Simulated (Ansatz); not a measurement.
Take TiC in the rock salt structure (space group Fm-3m, No. 225) as the base.

```
TiC
1.0
    0.00000     2.16392     2.16392
    2.16392     0.00000     2.16392
    2.16392     2.16392     0.00000
C Ti
1 1
Direct
  0.00000   0.00000   0.00000
  0.50000   0.50000   0.50000
```

All numbers come from DFT with r2SCAN, PAW potentials and a 500 eV plane-wave cutoff in Ansatz (a first-principles code), scalar-relativistic without spin-orbit coupling.

Base values:

The volume per atom is 10.13 Å³.

Now apply this change: cell and atoms relaxed at a pressure of 0.9 GPa.

Task: How does this affect the volume per atom?

Result: The volume per atom decreases by 0.03 Å³ (10.13 Å³ → 10.10 Å³).

Load acts through the strain it causes; cell and atoms are relaxed under it. Stability against distortions was not tested. All final runs are without spin polarisation.
